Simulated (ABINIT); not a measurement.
Input and output of a self-consistent single point for Sr (Fm-3m, 1 atom in the cell) (ABINIT).

Level of theory: PBE, spin-orbit coupling, norm-conserving pseudopotentials (PseudoDojo nc-fr-04 PBE standard) (plane waves; ABINIT).

```
Sr
1.0
    0.00000     3.03361     3.03361
    3.03361     0.00000     3.03361
    3.03361     3.03361     0.00000
Sr
1
Direct
  0.00000   0.00000   0.00000
```

Reference input (self-consistent single point, DFT, PBE, plane waves, norm-conserving pseudopotentials (PseudoDojo nc-sr-05 PBE standard)): pseudos = [Sr.upf]; ecut = 925 eV; occopt = 3; tsmear = 0.00367493 Ha; ngkpt = 8 8 8; nshiftk = 1; shiftk = 0 0 0; potentials = PseudoDojo nc-sr-05 PBE standard; nband = 10; kptopt = 1; nstep = 50; tolvrs = 1e-10. This run's input differs from it in these lines:

```diff
@@ -1,2 +1,2 @@
-# Sr, PseudoDojo nc-sr-05 PBE standard
+# Sr, PseudoDojo nc-fr-04 PBE standard
 pp_dirpath "./"
@@ -14,5 +14,7 @@
 ecut 925 eV
+nspinor 2
+nspden 1
 occopt 3
 tsmear 0.00367493
-nband 10
+nband 20
 kptopt 1
```

Its files differ too (potentials: PseudoDojo nc-sr-05 PBE standard → PseudoDojo nc-fr-04 PBE standard).

The program printed (abridged):

```
--- !BeginCycle
solver: {iscf: 7, nstep: 50, nline: 4, wfoptalg: 0, }
tolerances: {tolvrs: 1.00E-10, }
...

     iter   Etot(hartree)      deltaE(h)  residm     vres2
 ETOT  1  -34.227094067588    -3.423E+01 5.219E-02 1.331E+00
 ETOT  2  -34.235929859985    -8.836E-03 9.541E-03 7.216E-02
 ETOT  3  -34.235931587157    -1.727E-06 1.316E-02 1.656E-03
 ETOT  4  -34.235931650669    -6.351E-08 2.864E-03 2.267E-04
 ETOT  5  -34.235931660139    -9.469E-09 9.327E-04 4.243E-06
 ETOT  6  -34.235931660333    -1.942E-10 8.903E-04 1.027E-07
 ETOT  7  -34.235931660340    -7.290E-12 6.605E-04 7.142E-09
 ETOT  8  -34.235931660340     4.974E-13 1.748E-04 6.369E-11
 At SCF step    8       vres2   =  6.37E-11 < tolvrs=  1.00E-10 =>converged.

 Cartesian components of stress tensor (hartree/bohr^3)
  sigma(1 1)=  5.98722467E-06  sigma(3 2)=  0.00000000E+00
  sigma(2 2)=  5.98722467E-06  sigma(3 1)=  0.00000000E+00
  sigma(3 3)=  5.98722467E-06  sigma(2 1)=  0.00000000E+00

 ----iterations are completed or convergence reached----

 reduced coordinates (array xred) for    1 atoms
       0.000000000000      0.000000000000      0.000000000000
 cartesian forces (eV/Angstrom) at end:
    1     -0.00000000000000    -0.00000000000000    -0.00000000000000
 frms,max,avg= 0.0000000E+00 0.0000000E+00   0.000E+00  0.000E+00  0.000E+00 e/A
 length scales=  1.889726132886  1.889726132886  1.889726132886 bohr
              =  1.000000000000  1.000000000000  1.000000000000 angstroms
   [... lines left out ...]
 Fermi (or HOMO) energy (hartree) =   0.14929   Average Vxc (hartree)=  -0.27322
 Fermi (or HOMO) energy (eV) =   4.06242   Average Vxc (eV)=  -7.43477
   [... lines left out ...]
total_energy        : -3.42359316603396E+01
total_energy_eV     : -9.31607078214229E+02
band_energy         : -5.37602677634104E+00
...

-Cartesian components of stress tensor (GPa)         [Pressure= -1.7615E-01 GPa]
- sigma(1 1)=  1.76150202E-01  sigma(3 2)=  0.00000000E+00
- sigma(2 2)=  1.76150202E-01  sigma(3 1)=  0.00000000E+00
- sigma(3 3)=  1.76150202E-01  sigma(2 1)=  0.00000000E+00

 Calculation completed.
```

The run converged in 8 iterations. Against the reference run the pressure hardly changes (-0.17 to -0.18 GPa).

The starting cell comes from a database of computed structures (which also holds hypothetical and non-ambient phases and stackings), without a prior relaxation at this level.

Cost on one core of a shared machine: roughly 3 min.
